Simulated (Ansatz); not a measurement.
AlB2-type HfB₂: LDA at its full settings (plane-wave cutoff 520 eV, 24×24×16 k mesh (along the axes of the cell as run), Fermi–Dirac smearing 0.05 eV, scalar-relativistic PAW data made under PBE) and at cheaper ones, in a cell of 3 atoms with Γ-centred meshes.

```json
[
 {"level and setting": "LDA (Ansatz)", "lattice constant a (Å)": "3.103", "c axis length (Å)": "3.421", "bulk modulus (GPa)": "274"},
 {"level and setting": "LDA (250 eV cutoff) (Ansatz)", "lattice constant a (Å)": "3.104", "c axis length (Å)": "3.431", "bulk modulus (GPa)": "259"},
 {"level and setting": "LDA (Γ point alone) (Ansatz)", "lattice constant a (Å)": "3.123", "c axis length (Å)": "4.254", "bulk modulus (GPa)": "47.7"},
 {"level and setting": "LDA (2×2×2 k mesh) (Ansatz)", "lattice constant a (Å)": "3.138", "c axis length (Å)": "3.348", "bulk modulus (GPa)": "280"},
 {"level and setting": "LDA (4×4×4 k mesh) (Ansatz)", "lattice constant a (Å)": "3.094", "c axis length (Å)": "3.446", "bulk modulus (GPa)": "274"}
]
```

Largest shifts from the full settings: lattice constant a +1.13 % (LDA (2×2×2 k mesh)), against a difference of -1.18 % of the full result from the reference 3.14 Å (measured, temperature not stated, copied from a table, unchecked, not corrected to a static lattice; as tabulated in Journal of Nuclear Materials 21, 14 (1967)); lattice parameter c +24 % (LDA (Γ point alone)), against a difference of -1.70 % of the full result from the reference 3.48 Å (measured, temperature not stated, copied from a table, unchecked, not corrected to a static lattice; as tabulated in Journal of Nuclear Materials 21, 14 (1967)); bulk modulus -83 % (LDA (Γ point alone)), against a difference of -2.8 % of the full result from the reference 282 GPa (measured, room temperature, not corrected to a static lattice, hydrostatic curve from radial diffraction; as tabulated in Experimental and computational studies of compression and deformation behavior …).

The full settings aren't shown to be converged themselves.

Ansatz's density-functional and Hartree–Fock values are scalar-relativistic unless marked +SOC, with PAW data made under PBE.

Run with cheap settings on purpose, which may leave them unconverged: LDA (250 eV cutoff), LDA (2×2×2 k mesh), LDA (4×4×4 k mesh), LDA (Γ point alone).

Ansatz is a first-principles code.
